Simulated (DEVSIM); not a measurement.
**Ge n-p junction from an implanted or diffused profile**

Structure: Ge n-p junction from an implanted or diffused profile, at 250 K.

| layer (left to right) | material | thickness (μm) | Na (cm⁻³) | τn (s) | τp (s) |
|---|---|---|---|---|---|
| 1 | Ge | 8.40 | 4.8e16 | 5.7e-6 | 5.7e-6 |

Added donor profile: 5.2e18 cm⁻³ × exp(−(x − 0.1 μm)²/(2·(0.028 μm)²)). Left contact: ohmic. Right contact: ohmic. Voltage is applied to the left contact. Recombination: SRH at mid-gap, radiative. Mobility is μmin + (μ − μmin)/(1 + (N/Nref)^α).

Constants are typed, rounded textbook-type inputs, not results; the design itself was drawn at random and stands for no fabricated device. Values at 300 K; Nc and Nv go as T^1.5, mobilities as T to minus their exponent, the gap by Varshni's rule with the affinity fixed.

```tsv
parameter	Ge
gap (eV)	0.664
affinity (eV)	4
permittivity	16
Nc (cm⁻³)	1.04e19
Nv (cm⁻³)	6e18
μn (cm²/Vs)	3900
μp (cm²/Vs)	1900
μn,min	150
μp,min	100
Nref,n	2.6e17
Nref,p	4e17
αn	0.56
αp	0.6
T exponent of μn	1.66
T exponent of μp	2.33
B (cm³/s)	6.4e-14
Varshni α (eV/K)	0.000477
Varshni β (K)	235
```

Model (solved in DEVSIM): 1D drift-diffusion, Boltzmann statistics, complete ionisation; no tunnelling, impact ionisation, image-force lowering or self-heating.

* **Potential step across the device at zero bias**: 0.004 V

Dark forward current:

```json
[
 {"V (V)": "-0.05", "J (A/cm²)": "-2.4e-6"},
 {"V (V)": "-0.15", "J (A/cm²)": "-0.00023"},
 {"V (V)": "-0.20", "J (A/cm²)": "-0.00095"},
 {"V (V)": "-0.30", "J (A/cm²)": "-0.0017"},
 {"V (V)": "-0.40", "J (A/cm²)": "-0.0019"},
 {"V (V)": "-0.45", "J (A/cm²)": "-0.0020"},
 {"V (V)": "-0.55", "J (A/cm²)": "-0.0022"},
 {"V (V)": "-0.65", "J (A/cm²)": "-0.0024"},
 {"V (V)": "-0.75", "J (A/cm²)": "-0.0026"},
 {"V (V)": "-0.80", "J (A/cm²)": "-0.0027"},
 {"V (V)": "-0.90", "J (A/cm²)": "-0.0029"},
 {"V (V)": "-1.00", "J (A/cm²)": "-0.0031"},
 {"V (V)": "-1.05", "J (A/cm²)": "-0.0032"},
 {"V (V)": "-1.15", "J (A/cm²)": "-0.0034"}
]
```
